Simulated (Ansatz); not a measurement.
Band structure of Sc (P6_3/mmc, 4 atoms in the cell).

```
CELL_PARAMETERS angstrom
      3.22198     0.00000     0.00000
     -1.61099     2.79031     0.00000
      0.00000     0.00000    10.36672
ATOMIC_POSITIONS crystal
  Sc 0.00000 0.00000 0.00000
  Sc 0.00000 0.00000 0.50000
  Sc 0.33333 0.66667 0.25000
  Sc 0.66667 0.33333 0.75000
```

Method: PBE (plane waves, PAW; Ansatz, an electronic-structure program).

Settings: basis.ecutwfc = 30.9 Ry; kpoints.mp_grid.grid = 8 8 3; hamiltonian.xc = pbe; hamiltonian.pseudopotentials = {kind: paw} (the program's default PAW files); scf.occupations.method = fermi_dirac; scf.occupations.width = 0.0073 Ry; kpoints.band_path.npoints = 8.

The starting cell was generated: these elements placed on a structure prototype, without a prior relaxation; it need not be a known phase or ordering of this composition. Its lattice was rescaled by a random factor within 2.5 % of one.

Levels in eV from the Fermi level, bands 19 to 26:
```csv
point,19,20,21,22,23,24,25,26
Γ,-3.72,-1.78,0.46,0.82,0.87,1.54,1.54,1.58
M,-1.28,-1.20,-0.52,-0.37,-0.36,0.25,0.86,1.34
K,-0.63,-0.50,-0.50,-0.32,-0.32,-0.16,0.30,0.57
A,-2.38,-2.38,0.44,0.44,1.46,1.46,1.64,1.64
L,-1.40,-1.40,-0.51,-0.51,0.04,0.04,1.27,1.27
H,-0.54,-0.54,-0.48,-0.48,-0.40,-0.40,0.63,0.63
```

Bands cross the Fermi level along this path, so the cell is metallic at this level.

Keys are those of Ansatz 0.2.
